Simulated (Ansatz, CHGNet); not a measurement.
C11b MoSi2: equilibrium volume per atom by level of theory

No measured value is used here.

| level (code) | value (Å³/atom) |
|---|---|
| CHGNet-r²SCAN (CHGNet) | 13.36 |
| LDA (Ansatz) | 13.06 |
| BLYP (Ansatz) | 14.25 |
| PBE (Ansatz) | 13.58 |
| rVV10 (Ansatz) | 13.74 |
| r²SCAN (Ansatz) | 13.36 |
| HSE06 (Ansatz) | 13.24 |

HSE06: hybrids on metals are sensitive to the k mesh and can open a false gap. Cutoffs and k meshes differ between the levels. Ansatz's density-functional and Hartree–Fock values are scalar-relativistic unless marked +SOC, with PAW data made under PBE.

Machine-learned potentials (CHGNet-r²SCAN) are trained on DFT data, which may include these solids.

Ansatz is a program for electronic structure.
